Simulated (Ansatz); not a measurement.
What uniaxial strain ε_zz = −0.37 % does to MnO

Take MnO in the rock salt structure (space group Fm-3m, No. 225; a = 4.450 Å; ferromagnetic) as the base. Axes: x, y, z lie along the cube axes.

Now apply this change: the cell is compressed by 0.37 % along z with no lateral relaxation; the atoms relax in the strained cell.

All numbers come from r2SCAN, PAW, 500 eV (Ansatz, an electronic-structure program; no spin-orbit coupling). Γ-centred 13×13×13 mesh, Fermi–Dirac width 0.05 eV.

The volume per atom decreases by 0.04 Å³ (11.02 Å³ → 10.98 Å³) and the space group goes from Fm-3m (No. 225) to I4/mmm (No. 139). The shortest interatomic distance falls by 0.008 Å (2.225 Å → 2.217 Å) and the energy is nearly the same. The pressure (mean of the normal stresses, compression positive) goes from zero to 0.6 GPa and the band gap remains zero. The magnetic state stays ferromagnetic and the largest site moment hardly moves (4.27 μB against 4.26 μB). The stress (xx, yy, zz, yz, xz, xy; compression positive) amounts to (0.5, 0.5, 0.8, 0.0, 0.0, 0.0) GPa (rough).

A case with no gap was solved on a k-mesh chosen for an insulator, which is coarse for it. Without a gap, meshes like the base's 13×13×13 leave anisotropic stresses uncertain by several tenths of a GPa, and small strain energies with them. Stability against distortions was not tested. No Hubbard U is applied and the magnetic state is the run's own (MnO ferromagnetic); small cells can't hold the antiferromagnetic order that many such compounds have, so gaps and moments can be off. In its common phase, real MnO is an antiferromagnetic insulator at low temperature.
